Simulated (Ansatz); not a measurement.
The reference is Co₂Si (space group Pnma, No. 62; ferromagnetic).

```
Co2Si
1.0
    4.88329     0.00000     0.00000
    0.00000     3.71108     0.00000
    0.00000     0.00000     7.04170
Co Si
8 4
Direct
  0.53638   0.25000   0.78254
  0.03638   0.25000   0.71746
  0.46362   0.75000   0.21746
  0.96362   0.75000   0.28254
  0.17328   0.25000   0.06463
  0.67328   0.25000   0.43537
  0.82672   0.75000   0.93537
  0.32672   0.75000   0.56463
  0.70259   0.25000   0.10573
  0.20259   0.25000   0.39427
  0.29741   0.75000   0.89427
  0.79741   0.75000   0.60573
```

Cartesian axes are those of the cell as printed.

Computed with PBE/PAW in Ansatz (an electronic-structure program), without spin-orbit coupling.

Strains are applied to the cell and any free atomic positions relax.

One change was made to it. Results:

| quantity | base | after |
|---|---|---|
| energy relative to the base (free energy F) | 0 meV/atom | +7.6 meV/atom |
| magnetic state | ferromagnetic | ferromagnetic |
| band gap | zero | zero |
| largest site moment | 0.43 μB | 0.53 μB |

Name the change that was made.
(A) uniaxial strain ε_zz = +3.47 %
(B) uniaxial strain ε_yy = +2.49 %
(C) uniaxial strain ε_zz = +0.81 %

B, uniaxial strain ε_yy = +2.49 %. For comparison, the energy relative to the base in the other runs: uniaxial strain ε_zz = +0.81 % gives +0.8 meV/atom; uniaxial strain ε_zz = +3.47 % gives +14 meV/atom.

The magnetic state is the one reached from the starting moments; the real material's order can differ, and small cells can't hold many antiferromagnetic ones. Without a gap, meshes like the base's 8×10×6 leave anisotropic stresses uncertain by several tenths of a GPa, and small strain energies with them. Stability against distortions was not tested.
